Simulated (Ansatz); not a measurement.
Consider the following.

```xyz
4
Lattice="1.8550 1.0710 7.6949 -1.8550 1.0710 7.6949 0.0000 -2.1420 7.6949" Properties=species:S:1:pos:R:3 pbc="T T T"
Ga     0.0000     0.0000    21.8743
Ga     0.0000     0.0000     1.2014
Se     0.0000     0.0000     5.3107
Se     0.0000     0.0000    10.0731
```

Computed with PBEsol+D3BJ, rigid bands (plane waves, PAW, scalar-relativistic; Ansatz, an electronic-structure program). Geometry: cell and atoms relaxed with PBEsol+d3bj.

Question: What conductivity effective mass do dilute electrons have at 300 K?

Answer: 0.30 (x), 0.30 (y), 0.26 (z) mₑ.

Question: And the band gap?

Answer: 0.77 eV at this level; semilocal functionals usually fall short of the measured gap.

Rigid bands, one relaxation time for all states, no polarons. Spin-orbit coupling is left out; where it splits the top of the valence band it changes the hole mass and lowers the gap by about a third of the splitting. Geometry: cell and atoms relaxed with PBEsol+D3(BJ).

Computed structure, not matched to a measured one here, so possibly hypothetical: GaSe (R3m).
